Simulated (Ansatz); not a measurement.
Defect migration in bcc Mo: interstitial P, neutral cell. The step: several atoms move together, P the farthest; the atom moves 2.21 Å along (0.49, -0.49, 0.00) of the unit cell; the moving atom starts with neighbours 2 Mo at 2.18, 4 Mo at 2.32 Å and ends with 2 Mo at 2.18, 4 Mo at 2.32 Å. DFT values are from Ansatz (plane-wave PAW, 420 eV unless said) in a cell of 36 host sites, spin-restricted, static, with no finite-size correction. Sites that were not tried may lie lower. For the PBE band: the saddle point's order was not checked, and it lies on a symmetry element of the cell, where a band can be held.

```
Level                                                                           Forward barrier (eV)  Cost of the band or of the saddle's single point
------------------------------------------------------------------------------  --------------------  ------------------------------------------------
CHGNet universal potential (has no charge state), its own band                                  0.08                                                 -
PBE, a 2×2×3 k-point mesh shifted by half a step, band relaxed                                  0.79                            roughly 2.8 core-hours
PBE, a 3×3×5 k-point mesh shifted by half a step, same geometries                               0.82                            roughly 5 core-minutes
r2SCAN at 500 eV, a 2×2×3 k-point mesh shifted by half a step, same geometries                  0.91                            roughly 3 core-minutes
```

Ansatz is a quantum-chemistry and plane-wave program.
